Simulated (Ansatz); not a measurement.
Consider Fe2O3 in the corundum structure (space group R-3c, No. 167; a = 4.772 Å, c = 13.311 Å (hexagonal axes); ferromagnetic). Axes: x lies along a and z along c of the hexagonal cell.

Level of theory: PBE in Ansatz (plane waves to 420 eV, PAW, no SOC).

Before the change:

The volume per atom comes out as 8.75 Å³. The pressure comes out as 0.0 GPa and the magnetic state comes out as ferromagnetic.

One thing is altered: biaxial strain +0.47 %, plane normal [001], relaxed out of plane (Cartesian); in-plane vectors clamped, the third vector and the atoms free.

Question: How does this affect the volume per atom, pressure, magnetic state and energy relative to the base?

Answer: The volume per atom increases by 0.04 Å³ to 8.79 Å³; the pressure (mean of the normal stresses, compression positive) goes from zero to -1.0 GPa; the magnetic state stays ferromagnetic; the energy goes up by 0.4 meV/atom.

Whether these cells are dynamically stable was not tested. No Hubbard U is applied and the magnetic state is the run's own (Fe2O3 ferromagnetic); small cells can't hold the antiferromagnetic order that many such compounds have, so gaps and moments can be off. In its common phase, real Fe2O3 is an antiferromagnetic insulator at low temperature.

Ansatz is an electronic-structure program.
